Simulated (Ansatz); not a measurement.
The parent structure is Au in the fcc (Cu type) structure (space group Fm-3m, No. 225; a = 4.083 Å).

The change: cell and atoms relaxed at a pressure of 30 GPa.

Levels (all Ansatz, an electronic-structure program, PAW): PBEsol (420 eV, no spin-orbit coupling); r2SCAN (500 eV, no SOC).

The geometry is relaxed with PBEsol.

- PBEsol pressure = 30.0 GPa

### Question
Predict the pressure from r2SCAN.

### Answer
The pressure goes up by 6.4 GPa (30.0 GPa → 36.4 GPa).

Single points use the geometry relaxed with PBEsol. Their cutoffs differ, which shifts pressures a little. Load acts through the strain it causes; cell and atoms are relaxed under it. Stability against distortions was not tested. No other phases were tried under pressure.
